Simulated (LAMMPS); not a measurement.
Simulation of Ni3Al (L1_2), 864 atoms, at 100 K and 0 GPa, heated as the crystal.

All values are model results, not measurements: classical MD, pair style meam, file MoCoNiVFeAlCr_2nn.meam, run in LAMMPS.

| frequency (THz) | spectral density (1/THz), total | spectral density (1/THz), Al | spectral density (1/THz), Ni |
|---|---|---|---|
| 0.9340 | 0.0001 | 0.0000 | 0.0001 |
| 1.222 | 0.0000 | 0.0000 | 0.0000 |
| 1.510 | 0.0042 | 0.0005 | 0.0037 |
| 1.797 | 0.0167 | 0.0019 | 0.0148 |
| 2.085 | 0.0133 | 0.0015 | 0.0118 |
| 2.372 | 0.0186 | 0.0019 | 0.0166 |
| 2.659 | 0.0255 | 0.0026 | 0.0229 |
| 2.947 | 0.0112 | 0.0010 | 0.0101 |
| 3.234 | 0.0209 | 0.0016 | 0.0193 |
| 3.522 | 0.0608 | 0.0045 | 0.0563 |
| 3.809 | 0.0815 | 0.0057 | 0.0758 |
| 4.097 | 0.0670 | 0.0036 | 0.0634 |
| 4.385 | 0.0974 | 0.0020 | 0.0954 |
| 4.672 | 0.1093 | 0.0016 | 0.1077 |
| 4.960 | 0.1107 | 0.0040 | 0.1067 |
| 5.247 | 0.1377 | 0.0071 | 0.1306 |
| 5.534 | 0.1665 | 0.0099 | 0.1566 |
| 5.822 | 0.2382 | 0.0158 | 0.2224 |
| 6.110 | 0.2729 | 0.0163 | 0.2566 |
| 6.397 | 0.2550 | 0.0105 | 0.2446 |
| 6.684 | 0.2119 | 0.0076 | 0.2043 |
| 6.972 | 0.1977 | 0.0076 | 0.1901 |
| 7.260 | 0.2009 | 0.0057 | 0.1952 |
| 7.547 | 0.1664 | 0.0031 | 0.1633 |
| 7.835 | 0.0918 | 0.0012 | 0.0907 |
| 8.122 | 0.0297 | 0.0003 | 0.0295 |
| 8.409 | 0.0060 | 0.0001 | 0.0059 |
| 8.697 | 0.0014 | 0.0001 | 0.0013 |
| 8.985 | 0.0007 | 0.0002 | 0.0006 |
| 9.272 | 0.0007 | 0.0002 | 0.0005 |
| 9.559 | 0.0007 | 0.0003 | 0.0004 |
| 9.847 | 0.0008 | 0.0003 | 0.0005 |
| 10.13 | 0.0009 | 0.0005 | 0.0004 |
| 10.42 | 0.0012 | 0.0007 | 0.0005 |
| 10.71 | 0.0013 | 0.0008 | 0.0005 |
| 11.00 | 0.0025 | 0.0019 | 0.0006 |
| 11.28 | 0.0051 | 0.0043 | 0.0008 |
| 11.57 | 0.0548 | 0.0481 | 0.0067 |
| 11.86 | 0.1773 | 0.1525 | 0.0248 |
| 12.15 | 0.2660 | 0.2257 | 0.0403 |
| 12.43 | 0.2332 | 0.2007 | 0.0325 |
| 12.72 | 0.0959 | 0.0852 | 0.0106 |
| 13.01 | 0.0141 | 0.0130 | 0.0012 |
| 13.30 | 0.0026 | 0.0021 | 0.0005 |
| 13.58 | 0.0010 | 0.0007 | 0.0003 |
| 13.87 | 0.0007 | 0.0005 | 0.0002 |
| 14.16 | 0.0004 | 0.0003 | 0.0001 |

Read from the full data:
- state found: crystal; no diffusion seen in 30 ps
- mean frequency of the velocity spectrum: 7.5 THz
